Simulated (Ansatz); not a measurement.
Input:

```
SiO2
1.0
    4.19673     0.00000     0.00000
    0.00000     4.19673     0.00000
    0.00000     0.00000     2.67214
Si O
2 4
Cartesian
  0.00000   0.00000   0.00000
  2.09836   2.09836   1.33607
  1.28587   1.28587   0.00000
  3.38423   0.81249   1.33607
  0.81249   3.38423   1.33607
  2.91086   2.91086   0.00000
```

No spin polarisation.

Method: r2SCAN (Ansatz, a quantum-chemistry and plane-wave program), no SOC. Settings: 8×8×12 k-points, 0.05 eV Fermi–Dirac smearing.

### Question
Predict the band gap.

### Answer
6.41 eV.

### Question
What is the computed hole mass?

### Answer
1.8 mₑ along c, 1.1 mₑ across (at Γ).

Load acts through the strain it causes; cell and atoms are relaxed under it. Effective masses come from finite differences of ±0.01 Å⁻¹. Stability against distortions was not tested. The cell was made from SiO2 in the rutile structure (space group P4_2/mnm, No. 136) by this change: pressure −2 GPa.
